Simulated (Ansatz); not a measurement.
Results of HSE06 (Ansatz, a first-principles code, plane waves, PAW) for BBi (model structure, started from the zincblende type, F-43m, No. 216, 2 atoms in the cell).

Settings: plane-wave cutoff 460 eV, 8×8×8 k mesh, Fermi–Dirac smearing 0.05 eV, scalar-relativistic PAW data made under PBE.

Cell (relaxed with PBEsol):

Space group F-43m (No. 216); a = 5.456 Å, b = 5.456 Å, c = 5.456 Å, α = 90.00°, β = 90.00°, γ = 90.00°

```json
[
 {"atom": "Bi", "site": "4c", "symmetry": "-43m", "x": "0.2500", "y": "0.2500", "z": "0.2500"},
 {"atom": "B", "site": "4a", "symmetry": "-43m", "x": "0.0000", "y": "0.0000", "z": "0.0000"}
]
```
(The calculation used a cell of 2 atoms; values per cell refer to that cell.)

Question: Give the computed band gap and smallest direct gap on the k points sampled.

Answer: 
- band gap: 1.01 eV (on the SCF k mesh)
- smallest direct gap on the k points sampled: 1.05 eV

Note: PBE has no gap here, and a hybrid on a coarse mesh can open a false one; the relaxation could raise the start's symmetry but not lower it, so the cell can be a saddle point; cell and atoms aren't relaxed at this level (pressure -0.2 GPa).

Spin–orbit coupling is not included; with these elements it can move the gap by several tenths of an eV or more.

It cost very roughly 2.3 core-minutes of CPU time.

A model structure was made by putting elements into a prototype or built by hand; it is no filed structure, need not be a known phase, and can be a saddle point held by its symmetry.
